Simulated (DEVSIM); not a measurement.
Device: Cr/SiO2/p-Ge capacitor, at 400 K.

| layer (left to right) | material | thickness (nm) | Na (cm⁻³) |
|---|---|---|---|
| 1 | SiO2 | 7.70 | - |
| 2 | Ge | 9800 | 3.7e15 |

Metal gate on the left, work function 4.5 eV. Fixed charge at the semiconductor interface 1.1e10 cm⁻² (in units of +e); no interface traps.

This is a model device: material constants are rounded textbook-type values typed into the input, and sizes, dopings and lifetimes were drawn at random. Values at 300 K; Nc and Nv go as T^1.5, mobilities as T to minus their exponent, the gap by Varshni's rule with the affinity fixed.

```
parameter         SiO2        Ge
----------------  ----  --------
gap (eV)             9     0.664
affinity (eV)      0.9         4
permittivity       3.9        16
Nc (cm⁻³)            -   1.04e19
Nv (cm⁻³)            -      6e18
Varshni α (eV/K)     -  0.000477
Varshni β (K)        -       235
```

Simulated with DEVSIM: 1D Poisson equation in equilibrium, Boltzmann statistics, complete ionisation; no quantum confinement or tunnelling. Metal contacts follow the ideal Schottky-Mott rule: no Fermi-level pinning, no interface dipoles.

Problem. Give the band bending (positive: bands bend down) and minority sheet density.

Solution. 
```json
[
 {"Vg (V)": "-0.95", "ψs (V)": "-0.263", "minority carriers (cm⁻²)": "4.7e11"},
 {"Vg (V)": "-0.8", "ψs (V)": "-0.251", "minority carriers (cm⁻²)": "4.7e11"},
 {"Vg (V)": "-0.65", "ψs (V)": "-0.236", "minority carriers (cm⁻²)": "4.7e11"},
 {"Vg (V)": "-0.5", "ψs (V)": "-0.217", "minority carriers (cm⁻²)": "4.7e11"},
 {"Vg (V)": "-0.35", "ψs (V)": "-0.193", "minority carriers (cm⁻²)": "4.7e11"},
 {"Vg (V)": "-0.2", "ψs (V)": "-0.160", "minority carriers (cm⁻²)": "4.7e11"},
 {"Vg (V)": "-0.05", "ψs (V)": "-0.108", "minority carriers (cm⁻²)": "4.7e11"},
 {"Vg (V)": "0.1", "ψs (V)": "-0.026", "minority carriers (cm⁻²)": "4.7e11"},
 {"Vg (V)": "0.25", "ψs (V)": "0.084", "minority carriers (cm⁻²)": "5.0e11"},
 {"Vg (V)": "0.4", "ψs (V)": "0.176", "minority carriers (cm⁻²)": "6.4e11"},
 {"Vg (V)": "0.55", "ψs (V)": "0.232", "minority carriers (cm⁻²)": "9.0e11"},
 {"Vg (V)": "0.7", "ψs (V)": "0.266", "minority carriers (cm⁻²)": "1.2e12"},
 {"Vg (V)": "0.85", "ψs (V)": "0.291", "minority carriers (cm⁻²)": "1.6e12"},
 {"Vg (V)": "1", "ψs (V)": "0.310", "minority carriers (cm⁻²)": "1.9e12"},
 {"Vg (V)": "1.15", "ψs (V)": "0.325", "minority carriers (cm⁻²)": "2.3e12"},
 {"Vg (V)": "1.3", "ψs (V)": "0.337", "minority carriers (cm⁻²)": "2.7e12"},
 {"Vg (V)": "1.45", "ψs (V)": "0.348", "minority carriers (cm⁻²)": "3.1e12"}
]
```
